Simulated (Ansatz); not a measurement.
Start from Sc in the hcp (Mg type) structure (space group P6_3/mmc, No. 194; a = 3.3179 Å, c = 5.1860 Å; relaxed with 0.1 eV smearing). Axes: x lies along a and z along c of the hexagonal cell.

Computed with PBE in Ansatz (plane waves to 420 eV, PAW, no spin-orbit coupling).

Perturbation: the cell is compressed by 2.00 % along z with no lateral relaxation, atoms relaxed at fixed cell.

**Question.** Predict the stress tensor and what it implies for the stiffness.

**Answer.** Stress of the strained cell less that of the base (GPa, compression positive):
```
    0.6     0.0     0.0
    0.0     0.6     0.0
    0.0     0.0     2.1
```

Then −Δσ_ii/ε with ε = -0.0200 gives secant stiffness values (nonlinear terms included at this strain): C33 ≈ 104 GPa, C13 ≈ 30 GPa and C23 ≈ 30 GPa.

Whether these cells are dynamically stable was not tested. The final runs are not spin-polarised.

Ansatz is a first-principles code.
